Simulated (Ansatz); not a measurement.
Data:

```
CELL_PARAMETERS angstrom
      0.00000     2.71928     2.74647
      2.71928     0.00000     2.74647
      2.71928     2.71928     0.00000
ATOMIC_POSITIONS crystal
  Ga 0.00000 0.00000 0.00000
  P  0.25000 0.25000 0.25000
```

No spin polarisation.

Level of theory: PBEsol, PAW, 420 eV (Ansatz, a program for electronic structure; no spin-orbit coupling). Settings: 11×11×11 k-points, 0.05 eV Fermi–Dirac smearing.

Problem. Estimate the electron mass.

Solution. 1.1 mₑ along k, 0.23 mₑ across (off the special points).

Problem. Predict the space group.

Solution. I-4m2 (No. 119).

The levels and masses belong to the bands next to the band gap. The cells carry an imposed strain or load. Masses are band curvatures over ±0.01 Å⁻¹ around the edge. Along k means along the line from Γ to the band edge. Whether these cells are dynamically stable was not tested. The cell was made from GaP in the zinc blende structure (space group F-43m, No. 216) by this change: uniaxial strain ε_zz = +1.00 %.
